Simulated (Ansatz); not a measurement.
# A computed series for hypothetical CsCl type NbP: pressure series

Consider NbP in the CsCl type structure (space group Pm-3m, No. 221; a = 3.110 Å; a hypothetical phase, not in the database extracts checked).

Cell and atoms are relaxed at each pressure.

All numbers come from DFT with PBE, PAW potentials and a 420 eV plane-wave cutoff in Ansatz (a program for electronic structure), scalar-relativistic without spin-orbit coupling.

Notes on the quantities. enthalpy: H = E + PV relative to the base's energy.

```json
[
 {"case": "base", "enthalpy": "–", "shortest interatomic distance": "2.693 Å"},
 {"case": "pressure −2 GPa", "enthalpy": "-0.19 eV/atom", "shortest interatomic distance": "2.703 Å"},
 {"case": "pressure −1 GPa", "enthalpy": "-0.09 eV/atom", "shortest interatomic distance": "2.698 Å"},
 {"case": "pressure 0.3 GPa", "enthalpy": "+0.03 eV/atom", "shortest interatomic distance": "2.692 Å"},
 {"case": "pressure 0.7 GPa", "enthalpy": "+0.07 eV/atom", "shortest interatomic distance": "?"},
 {"case": "pressure 1.5 GPa", "enthalpy": "+0.14 eV/atom", "shortest interatomic distance": "2.686 Å"},
 {"case": "pressure 3 GPa", "enthalpy": "+0.28 eV/atom", "shortest interatomic distance": "2.680 Å"},
 {"case": "pressure 5 GPa", "enthalpy": "+0.46 eV/atom", "shortest interatomic distance": "2.671 Å"},
 {"case": "pressure 7.5 GPa", "enthalpy": "+0.69 eV/atom", "shortest interatomic distance": "2.661 Å"},
 {"case": "pressure 10 GPa", "enthalpy": "+0.92 eV/atom", "shortest interatomic distance": "2.651 Å"}
]
```

Task: Some entries are withheld; estimate them.

Result: 
- pressure 0.7 GPa, shortest interatomic distance: 2.690 Å

Load acts through the strain it causes; cell and atoms are relaxed under it. Stability against distortions was not tested. Competing high-pressure phases were not computed. The final runs are not spin-polarised.
